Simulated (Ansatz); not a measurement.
Take W in the bcc (W type) structure (space group Im-3m, No. 229; relaxed with 0.1 eV smearing) as the base.

```
W
1.0
   -1.59190     1.59190     1.59190
    1.59190    -1.59190     1.59190
    1.59190     1.59190    -1.59190
W
1
Direct
  0.00000   0.00000   0.00000
```

Cartesian axes are those of the cell as printed.

Computed with Ansatz (a first-principles code), PBE, PAW, cutoff 420 eV, spin-orbit coupling left out.

Now apply this change: the cell is scaled by 0.9750 in all directions; the atoms relax in the strained cell.

Q: Predict the stress tensor and what it implies for the stiffness.

A: Stress of the strained cell less that of the base (GPa, compression positive):
```
   26.9     0.0     0.0
    0.0    26.9     0.0
    0.0     0.0    26.9
```

Then B = −ΔP/(ΔV/V₀) with ΔV/V₀ = -0.0731 gives secant stiffness values (nonlinear terms included at this strain): B ≈ 368 GPa.

As a check, the harmonic strain energy −½ V₀ Δσ:ε is 100 meV/atom; the computed energy rise is 93 meV/atom.

No phonon test of stability was made. All final runs are without spin polarisation.
